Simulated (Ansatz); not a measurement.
Cost and result by functional for the surface energy of the (11-20) surface of hcp Re in its 1x1 cell, outermost plane spacing 1.39 Å in the ideal cut, in Ansatz (plane waves, PAW). Single points on the PBE structure, on one kind of machine; costs are rough ratios of the slab run's core time (references not counted) to the cheapest single point. r2SCAN's cost holds its higher cutoff (500 against 420 eV). Differences are taken against r2SCAN for comparison alone: no measured value is at hand, so the table doesn't rank accuracy.

Model: 16-atom slab, 9.7 Å thick at the start (thin: gaps and levels are the slab's own), 9x8x1 mesh, Fermi-Dirac 0.1 eV, dipole correction, all atoms relaxed; held to the start's symmetry, so lower structures may exist; no spin, no spin-orbit, no U. These notes are the PBE run's.

```tsv
functional	relative cost	surface energy (J/m²)	less r2SCAN (J/m²)
PBEsol	1	3.52	0.23
RPBE	1	2.92	-0.37
LDA	1	3.62	0.33
r2SCAN	2	3.29	0.00
PBE (the relaxed run's value)	–	3.13	-0.16
```

The values span 0.70 J/m², while the single points' costs differ by a factor of roughly 2. Differences are of unrounded values.

Ansatz is a first-principles code.
